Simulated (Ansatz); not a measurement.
## Convergence study of the k-point mesh for a (001) slab of MoPt2 (cut from a parent of space group no. 71; 6 atoms in the cell)

```xyz
6
Lattice="2.7713 0.0000 0.0000 0.0000 3.9840 0.0000 0.0000 0.0000 20.9066" Properties=species:S:1:pos:R:3 pbc="T T T"
Mo     0.0000     0.0000    12.5419
Pt     0.0000     0.0000     9.7293
Pt     1.3856     1.9920    11.1773
Mo     1.3856     1.9920     8.3647
Pt     1.3856     1.9920    13.9066
Pt     0.0000     0.0000     7.0000
```

Method of the run: PBEsol, default PAW files made with PBE (plane waves; Ansatz, an electronic-structure program).

Base settings: basis.ecutwfc = 420 eV; kpoints.mp_grid.grid = 9 7 1; hamiltonian.xc = pbesol; hamiltonian.pseudopotentials = {kind: paw} (the program's default PAW files); scf.occupations.method = gaussian; scf.occupations.width = 0.1 eV.

Only quantities that move along the ladder and can be compared are tabulated.

The count of work is k-points × plane waves × bands × iterations; it is no time. 

The starting cell comes from a database of computed structures (which also holds hypothetical and non-ambient phases and stackings), without a prior relaxation at this level. The slab is cut from that crystal, and its faces are unrelaxed. Its lattice was rescaled by up to half a per cent. Spin polarisation is off.

```tsv
kpoints.mp_grid.grid	free energy less the last step's (meV/atom)	largest difference of a force vector from the last step's (eV/Å)	count of work / last
2 2 1	360.97	0.362	0.026
3 2 1	-19.80	0.791	0.026
4 3 1	27.93	0.153	0.043
5 3 1	-1.71	0.165	0.034
6 4 1	-17.28	0.094	0.077
6 5 1	-18.36	0.128	0.068
7 5 1	12.28	0.124	0.077
9 6 1	-0.62	0.055	0.11
9 7 1	-0.43	0.063	0.11
10 7 1	-3.99	0.049	0.12
12 8 1	1.94	0.017	0.20
14 10 1	-1.06	0.017	0.27
16 11 1	0.30	0.005	0.35
19 13 1	0.40	0.007	0.40
22 16 1	0.17	0.006	0.61
26 18 1	0.07	0.004	0.80
30 21 1	0.00	0.000	1.0
```

Coarsest kpoints.mp_grid.grid that holds the forces within 0.02 eV/Å of the last step, with all finer ones: 12 8 1, at 0.20 of the last step's count of work; the step before is off by 0.049 eV/Å.

Coarsest kpoints.mp_grid.grid that holds the free energy within 0.5 meV/atom of the last step, with all finer ones: 16 11 1, at 0.35 of the last step's count of work; the step before is off by 1.1 meV/atom.

Keys are those of Ansatz 0.2.
